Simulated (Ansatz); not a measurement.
Base system: WS₂ (space group P6_3/mmc, No. 194; a = 3.154 Å, c = 12.141 Å; layered, stacked along the Cartesian z axis).

All numbers come from PBE-D3(BJ) in Ansatz (plane waves to 420 eV, PAW, spin-orbit coupling left out).

For the base:

The valence-band top at Γ comes out as 0.00, -1.30, -1.42 eV and the band gap is 0.88 eV.

Perturbation: cell and atoms relaxed at a pressure of 3 GPa.

### Question
How does this affect the valence-band top at Γ?

### Answer
The valence-band top at Γ (three highest levels, from the VBM) becomes 0.00, -1.25, -1.52 eV (base: 0.00, -1.30, -1.42 eV).

### Question
How does this affect the band gap?

### Answer
The band gap decreases by 0.18 eV (0.88 eV → 0.70 eV).

With W present, leaving out spin-orbit coupling can change the band edges. Load acts through the strain it causes; cell and atoms are relaxed under it. Stability against distortions was not tested.

Ansatz is a first-principles code.
